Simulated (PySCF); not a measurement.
PySCF 2.14.0, MP2 (frozen core)/cc-pvdz: Ge(Me)(Et)2(OEt) (CC[O][Ge]([CH3])([CH2]C)[CH2]C), 27 atoms. The geometry is a generated start, not checked to be a minimum at this level.

| Property | Value |
|---|---|
| task | mp2 |
| basis | cc-pvdz |
| two-electron scheme | exact four-centre integrals |
| frozen core | true |
| mf.init_guess | minao (default) |
| mf.DIIS | CDIIS (default) |
| mf.diis_space | 8 (default) |
| mf.conv_tol | 1e-09 (default) |
| basis functions (reference run) | 229 |

On 4 threads, 1 BLAS thread. Build: conda-forge: OpenMP (GNU), OpenBLAS with its own threads, libcint, Libxc. One run each, on a shared machine, so no times are given.

Values of mol.max_memory tried: 8000 MB, 4000 MB, 2000 MB, 1000 MB, 500 MB, 300 MB, 200 MB.

How low can the memory setting go, and what changes on the way?

It runs down to 200 MB, the lowest tried, with the same result. At 8000 MB: SCF integrals in memory, transformation in memory. From 2000 MB down: direct SCF, transformation through a file.

```
mol.max_memory                                               path  peak memory
--------------  -------------------------------------------------  -----------
8000 MB         SCF integrals in memory, transformation in memory      3.9 GiB
4000 MB         SCF integrals in memory, transformation in memory      3.9 GiB
2000 MB                 direct SCF, transformation through a file      1.7 GiB
1000 MB                 direct SCF, transformation through a file      1.7 GiB
500 MB                  direct SCF, transformation through a file      1.7 GiB
300 MB                  direct SCF, transformation through a file      1.7 GiB
200 MB                  direct SCF, transformation through a file      1.7 GiB
```

Peak memory is the kernel's count for the largest process, libraries included and scratch files not. The peak passes the setting at 4000 MB, 1000 MB, 500 MB, 300 MB, 200 MB: it is no hard cap. MP2's transformation through a file may take 2000 MB even at lower settings.
